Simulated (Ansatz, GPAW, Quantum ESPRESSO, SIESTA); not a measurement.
# CoSi (P2_13, 8 atoms in the cell) computed with different codes at matched settings

Self-consistent single point.

```
CoSi
1.0
    4.42301     0.00000     0.00000
    0.00000     4.42301     0.00000
    0.00000     0.00000     4.42301
Co Si
4 4
Direct
  0.85410   0.64590   0.35410
  0.64590   0.35410   0.85410
  0.35410   0.85410   0.64590
  0.14590   0.14590   0.14590
  0.15654   0.34346   0.65654
  0.34346   0.65654   0.15654
  0.65654   0.15654   0.34346
  0.84346   0.84346   0.84346
```

Shared settings, as Ansatz (an electronic-structure program) writes them: kpoints.mp_grid.grid = 3 3 3; scf.occupations.method = gaussian; scf.occupations.width = 0.272 eV. Potentials and cutoffs stand in the table.

```json
[
 {"code": "SIESTA", "model": "GGA PBE, numerical atomic orbitals DZP, PseudoDojo PBE standard norm-conserving potentials (rewritten from UPF to PSML)", "pressure (GPa)": "0.64", "largest force (eV/Å)": "0.027", "cutoff": "grid 300 Ry"},
 {"code": "Ansatz", "model": "PBE, default PAW files", "pressure (GPa)": "1.10", "largest force (eV/Å)": "0.055", "cutoff": "420 eV"},
 {"code": "GPAW", "model": "PBE, GPAW PAW datasets PBE (gpaw-data 1.0.1)", "pressure (GPa)": "2.87", "largest force (eV/Å)": "0.030", "cutoff": "800 eV"},
 {"code": "Quantum ESPRESSO", "model": "PBE, PSlibrary ultrasoft (PBE) pseudopotentials", "pressure (GPa)": "0.81", "largest force (eV/Å)": "0.044", "cutoff": "50 Ry"}
]
```

On Ansatz's run: spin polarisation is off.

The spread over the programs that give each value: pressure within 2.23 GPa; largest force within 0.028 eV/Å.

SIESTA uses small atom-centred bases, whose incompleteness enters pressures, forces and empty levels differently from a plane-wave cutoff. Ansatz's pressure is given at a fixed set of plane waves, as the other plane-wave codes print theirs; with its correction for the finite basis it is 1.20 GPa. In the pressure, GPAW (by 1.77) lies more than 1 GPa from the median of the plane-wave programs.

On the base mesh (9 9 9) the same programs gave: Ansatz pressure 1.09 GPa; Quantum ESPRESSO pressure 0.81 GPa; GPAW pressure 2.86 GPa; SIESTA pressure 0.61 GPa.

The starting cell comes from a database of computed structures (which also holds hypothetical and non-ambient phases and stackings), without a prior relaxation at this level. Its lattice was rescaled by a random factor within 2.5 % of one.

Left out of this page: Elk and FLEUR (not drawn, or without a comparable value).

Keys are those of Ansatz 0.2.
